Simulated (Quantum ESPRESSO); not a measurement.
A user runs Quantum ESPRESSO on Cu3Pt (Pm-3m, 4 atoms in the cell) and asks whether the run is sound. The aim is a self-consistent single point with DFT, LDA (PZ), plane waves, GBRV 1.5 ultrasoft (LDA) pseudopotentials.

This input was run:

```fortran
&CONTROL
   calculation = 'scf'
   prefix = 'scf'
   outdir = './tmp/'
   pseudo_dir = './'
   tprnfor = .true.
   tstress = .true.
/
&SYSTEM
   ibrav = 0
   nat = 4
   ntyp = 2
   ecutwfc = 50
   ecutrho = 400
   occupations = 'smearing'
   smearing = 'gauss'
   degauss = 0.2
/
&ELECTRONS
   conv_thr = 1e-10
/
ATOMIC_SPECIES
Pt   195.0840  pt_lda_v1.4.uspp.F.UPF
Cu    63.5460  cu_lda_v1.2.uspp.F.UPF
CELL_PARAMETERS {angstrom}
   3.71000000     0.00000000     0.00000000
   0.00000000     3.71000000     0.00000000
   0.00000000     0.00000000     3.71000000
ATOMIC_POSITIONS {crystal}
Pt    0.00000000    0.00000000    0.00000000
Cu    0.00000000    0.50000000    0.50000000
Cu    0.50000000    0.00000000    0.50000000
Cu    0.50000000    0.50000000    0.00000000
K_POINTS {automatic}
9 9 9  1 1 1
```

Log, with long lists cut:

```
     Message from routine setup:
     using ibrav=0 with symmetry is DISCOURAGED, use correct ibrav instead
     G-vector sticks info
     --------------------
     sticks:   dense  smooth     PW     G-vecs:    dense   smooth      PW
   [... lines left out ...]
     Cu               19.00    63.54600     Cu( 1.00)

     48 Sym. Ops., with inversion, found

   Cartesian axes

     site n.     atom                  positions (alat units)
         1        Pt     tau(   1) = (   0.0000000   0.0000000   0.0000000  )
         2        Cu     tau(   2) = (   0.0000000   0.5000000   0.5000000  )
         3        Cu     tau(   3) = (   0.5000000   0.0000000   0.5000000  )
         4        Cu     tau(   4) = (   0.5000000   0.5000000   0.0000000  )

     number of k points=    35  Gaussian smearing, width (Ry)=  0.2000
                       cart. coord. in units 2pi/alat
        k(    1) = (   0.0555556   0.0555556   0.0555556), wk =   0.0219479
        k(    2) = (   0.0555556   0.0555556   0.1666667), wk =   0.0658436
        k(    3) = (   0.0555556   0.0555556   0.2777778), wk =   0.0658436
   [... 32 lines left out ...]

     Dense  grid:    46681 G-vectors     FFT dimensions: (  45,  45,  45)

     Smooth grid:    16519 G-vectors     FFT dimensions: (  32,  32,  32)

     Initial potential from superposition of free atoms

     starting charge      69.5000, renormalised to      73.0000

     negative rho (up, down):  1.938E-01 0.000E+00
     Self-consistent Calculation

     iteration #  1     ecut=    50.00 Ry     beta= 0.70

     negative rho (up, down):  1.677E-01 0.000E+00

     total energy              =   -1414.60922326 Ry
     estimated scf accuracy    <      12.16324118 Ry

     iteration #  2     ecut=    50.00 Ry     beta= 0.70

     negative rho (up, down):  1.744E-01 0.000E+00

     total energy              =   -1418.42059148 Ry
     estimated scf accuracy    <      26.23865086 Ry

     iteration #  3     ecut=    50.00 Ry     beta= 0.70

     negative rho (up, down):  1.767E-01 0.000E+00

     total energy              =   -1421.65562235 Ry
     estimated scf accuracy    <       0.67040081 Ry

   [... 20 blocks of this kind left out ...]

     iteration # 24     ecut=    50.00 Ry     beta= 0.70

     negative rho (up, down):  1.755E-01 0.000E+00

     total energy              =   -1421.77733501 Ry
     estimated scf accuracy    <       0.00000001 Ry

     iteration # 25     ecut=    50.00 Ry     beta= 0.70

     negative rho (up, down):  1.755E-01 0.000E+00
     End of self-consistent calculation

     the Fermi energy is    18.0999 ev

!    total energy              =   -1421.77733501 Ry
     estimated scf accuracy    <          6.2E-11 Ry
     smearing contrib. (-TS)   =      -0.62482384 Ry
     internal energy E=F+TS    =   -1421.15251118 Ry

     convergence has been achieved in  25 iterations

     negative rho (up, down):  1.755E-01 0.000E+00

     Forces acting on atoms (cartesian axes, Ry/au):

     atom    1 type  1   force =     0.00000000    0.00000000    0.00000000
   [... zero for the other atoms too ...]

     Total force =     0.000000     Total SCF correction =     0.000000

     negative rho (up, down):  1.755E-01 0.000E+00
          total   stress  (Ry/bohr**3)                   (kbar)     P=      -10.59
  -0.00007200   0.00000000   0.00000000          -10.59        0.00        0.00
   0.00000000  -0.00007200   0.00000000            0.00      -10.59        0.00
   0.00000000   0.00000000  -0.00007200            0.00        0.00      -10.59

   JOB DONE.
```

**Question.** Can these results be used? Check the input.

**Answer.** The run is not sound. The fault is an energy in the wrong unit. A bare number is read in the key's own unit, and eV, Ry (13.6 eV) and Ha (27.2 eV) lie far apart, so the setting ends up far from the one that was meant. To fix it, convert the value to the unit that the key expects. The run converged in 25 iterations without an error; against the sound input the free energy goes down by 995 meV/atom and the pressure goes from -13.05 to -1.06 GPa.

The sound input it was made from differs as follows (other fixes are possible):
```diff
-   degauss = 0.2
+   degauss = 0.0147
```

With that input, the run converged in 23 iterations: free energy E − TS -19340.2862 eV; Fermi level (on the code's own zero) 16.98 eV; pressure -13.05 GPa (DFT, LDA (PZ), plane waves, GBRV 1.5 ultrasoft (LDA) pseudopotentials).

On the sound input: the starting cell comes from a database of published, mostly measured structures (it also holds non-ambient and calculated ones), without a prior relaxation at this level. Spin polarisation is off. With a pressure of about -13 GPa the cell is away from its equilibrium volume at this level.
